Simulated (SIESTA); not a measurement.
SIESTA run on Sc3SnB (P1, 5 atoms in the cell): self-consistent single point.

Level of theory: LDA PW92, numerical atomic orbitals DZP, PseudoDojo LDA standard norm-conserving potentials (rewritten from UPF to PSML) (SIESTA).

The change in words: atoms moved at random. Reference geometry:
```yaml
crystal:
  lattice:
    - [4.66421, 0.00000, 0.00000]
    - [0.00000, 4.66421, 0.00000]
    - [0.00000, 0.00000, 4.66421]
  atoms:
    - { symbol: Sc, position: [0.50000, 0.00000, 0.50000] }
    - { symbol: Sc, position: [0.00000, 0.50000, 0.50000] }
    - { symbol: Sc, position: [0.50000, 0.50000, 0.00000] }
    - { symbol: Sn, position: [0.00000, 0.00000, 0.00000] }
    - { symbol: B, position: [0.50000, 0.50000, 0.50000] }
```

Reference input (self-consistent single point, DFT, LDA PW92, numerical atomic orbitals DZP, PseudoDojo LDA standard norm-conserving potentials (rewritten from UPF to PSML)): XC.functional = LDA; XC.authors = PW92; potentials = PseudoDojo LDA standard; PAO.BasisSize = DZP; PAO.EnergyShift = 0.01 Ry; MeshCutoff = 300 Ry; kgrid.MonkhorstPack = 6 6 6; OccupationFunction = FD; ElectronicTemperature = 1160.45 K; MaxSCFIterations = 150; SCF.Mixer.Method = Pulay; SCF.Mixer.Weight = 0.2. This run's input differs from it in these lines:

```diff
@@ -19,7 +19,7 @@
 %block AtomicCoordinatesAndAtomicSpecies
-     2.332104500    0.000000000    2.332104500  1
-     0.000000000    2.332104500    2.332104500  1
-     2.332104500    2.332104500    0.000000000  1
-     0.000000000    0.000000000    0.000000000  2
-     2.332104500    2.332104500    2.332104500  3
+     2.371283856    0.050741930    2.281502497  1
+    -0.072868937    2.357734328    2.404884817  1
+     2.375295075    2.335182878   -0.029944222  1
+     0.032388267   -0.063475220   -0.002392739  2
+     2.290215239    2.316134248    2.342263147  3
 %endblock AtomicCoordinatesAndAtomicSpecies
```

The program printed (abridged):

```
        iscf     Eharris(eV)        E_KS(eV)     FreeEng(eV)     dDmax    Ef(eV) dHmax(eV)
   scf:    1    -6116.089351    -6155.345293    -6155.361946  1.797878 -5.102990 13.206242
   scf:    2    -6172.105177    -6165.781613    -6165.814265  0.182976 -5.227850  3.430532
   scf:    3    -6167.259144    -6166.941528    -6166.991257  0.108995 -5.315105  1.276072
   scf:    4    -6167.060892    -6167.014187    -6167.062704  0.047385 -5.415929  0.617186
   scf:    5    -6167.009023    -6167.017415    -6167.069015  0.024333 -5.444746  0.214718
   [... 3 lines left out ...]
   scf:    9    -6167.022613    -6167.022559    -6167.073306  0.000350 -5.435419  0.002153
   scf:   10    -6167.022537    -6167.022548    -6167.073306  0.000081 -5.435613  0.000224
   scf:   11    -6167.022543    -6167.022546    -6167.073306  0.000082 -5.435618  0.000081
   scf:   12    -6167.022546    -6167.022546    -6167.073306  0.000005 -5.435622  0.000027
SCF Convergence by DM+H criterion
max |DM_out - DM_in|         :     0.0000049868
max |H_out - H_in|      (eV) :     0.0000267079
SCF cycle converged after 12 iterations

Using DM_out to compute the final energy and forces

siesta: E_KS(eV) =            -6167.0225

siesta: E_KS - E_eggbox =     -6167.0225

siesta: Atomic forces (eV/Ang):
     1   -0.301093   -0.475118    0.167178
     2    0.604379   -0.092319   -0.359495
     3   -0.317217    0.001144    0.342037
     4   -0.088481    0.258129    0.028498
     5    0.096797    0.307730   -0.175224
   Tot   -0.005616   -0.000435    0.002994
   Max    0.604379
   Res    0.291552    sqrt( Sum f_i^2 / 3N )
   Max    0.604379    constrained

Stress tensor Voigt[x,y,z,yz,xz,xy] (kbar):       64.64       63.15       63.34       -1.21        1.40       -0.94
   [... lines left out ...]
siesta: FreeEng =     -6167.073306
   [... lines left out ...]
siesta:     0.040347   -0.000588    0.000872
siesta:    -0.000588    0.039413   -0.000754
siesta:     0.000872   -0.000754    0.039535

siesta: Cell volume =        101.469147 Ang**3

siesta: Pressure (static):
siesta:                Solid            Molecule  Units
siesta:          -0.00043310         -0.00037102  Ry/Bohr**3
siesta:          -0.03976507         -0.03406545  eV/Ang**3
siesta:         -63.71066766        -54.57887282  kBar
```

The run converged in 12 iterations. Against the reference run the free energy goes up by 17.0 meV/atom, the pressure goes from -6.67 to -6.37 GPa and the largest force goes from 0.000 to 0.709 eV/Å.

The starting cell comes from a database of computed structures (which also holds hypothetical and non-ambient phases and stackings), without a prior relaxation at this level. Its lattice was rescaled by a random factor within 2.5 % of one. For this run, on top of that: atoms moved at random. Values carry the incompleteness of an atom-centred basis. With a pressure of about -6 GPa the cell is away from its equilibrium volume at this level.

Cost on one core of a shared machine: roughly 70 s.
